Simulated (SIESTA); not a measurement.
Band structure of CdTe (F-43m, 2 atoms in the cell).

```yaml
crystal:
  lattice:
    - [0.00000, 3.24000, 3.24000]
    - [3.24000, 0.00000, 3.24000]
    - [3.24000, 3.24000, 0.00000]
  atoms:
    - { symbol: Cd, position: [0.00000, 0.00000, 0.00000] }
    - { symbol: Te, position: [0.25000, 0.25000, 0.25000] }
```

Method: GGA PBE, numerical atomic orbitals TZP, PseudoDojo PBE standard norm-conserving potentials (rewritten from UPF to PSML) (SIESTA).

Settings: XC.functional = GGA; XC.authors = PBE; potentials = PseudoDojo PBE standard; PAO.BasisSize = TZP; PAO.EnergyShift = 0.01 Ry; MeshCutoff = 350 Ry; kgrid.MonkhorstPack = 5 5 5; OccupationFunction = FD; ElectronicTemperature = 0.05 eV; MaxSCFIterations = 150; SCF.Mixer.Method = Pulay; SCF.Mixer.Weight = 0.25; SCF.Mixer.History = 6; SCF.DM.Tolerance = 1.0E-04.

The starting cell has typed, rounded lattice constants, without a prior relaxation at this level. Spin-orbit coupling is off. Values carry the incompleteness of an atom-centred basis.

**Question.** Predict the gap along the standard path and the places of the band edges.

**Answer.** The gap along the path is 0.89 eV, direct at Γ to within 0.01 eV.

Levels in eV from the top of the valence band on the path, bands 15 to 19:
```
point     15     16     17     18    19
-----  -----  -----  -----  -----  ----
Γ      -7.97   0.00   0.00   0.00  0.89
X      -7.49  -4.29  -1.86  -1.86  2.77
W      -7.40  -4.18  -2.31  -2.20  4.46
K      -7.43  -4.20  -2.56  -1.53  3.13
L      -7.60  -4.43  -0.75  -0.75  1.98
U      -7.43  -4.20  -2.56  -1.53  3.13
```

Higher empty bands are left out: an atom-centred basis made for the valence describes them poorly.
